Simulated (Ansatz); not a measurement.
## Effect of pressure 1.8 GPa on LaB6

Start from LaB₆ (space group Pm-3m, No. 221; a = 4.130 Å).

Perturbation: cell and atoms relaxed at a pressure of 1.8 GPa.

Level of theory: PBEsol, PAW, 420 eV (Ansatz, a program for electronic structure; spin-orbit coupling left out). k-mesh 11×11×11 (Γ-centred); smearing 0.05 eV (Fermi–Dirac).

* **Density**: 4.85 g/cm³ (base 4.80 g/cm³)
* **Lattice parameter a**: 4.116 Å (base 4.130 Å)
* **Shortest interatomic distance**: 1.642 Å (base 1.649 Å)
* **Enthalpy H = E + PV relative to the base's energy**: +0.11 eV/atom
* **Band gap**: zero (base zero)

Load acts through the strain it causes; cell and atoms are relaxed under it. No phonon test of stability was made. The final runs are not spin-polarised. An odd electron count without spin: LaB6.
